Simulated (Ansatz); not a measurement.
## Ta under a change: biaxial strain +2.50 %, plane normal [001], relaxed out of plane

Take Ta in the bcc (W type) structure (space group Im-3m, No. 229; a = 3.2541 Å; relaxed with 0.1 eV smearing) as the base. Axes: x, y, z lie along the cube axes.

It is then changed as follows: tensile biaxial strain of 2.50 % in the plane normal to [001], as in epitaxy on a mismatched substrate; the out-of-plane cell vector and the atoms relax.

The values are results of LDA (Ansatz, a quantum-chemistry and plane-wave program, PAW, no SOC), not measurements. Settings: 28×28×28 k-points, 0.1 eV Fermi–Dirac smearing.

The volume per atom increases by 0.34 Å³, from 17.23 Å³ to 17.57 Å³ and the space group becomes I4/mmm (No. 139) (base: Im-3m (No. 229)). The shortest interatomic distance increases by 0.020 Å (2.818 Å → 2.838 Å) and the energy increases by 16 meV/atom. The pressure (mean of the normal stresses, compression positive) goes from zero to -3.8 GPa and the band gap stays zero. The out-of-plane strain is -2.95 % and the ratio −ε⊥/ε∥ comes out as 1.18.

Whether these cells are dynamically stable was not tested. All final runs are without spin polarisation.
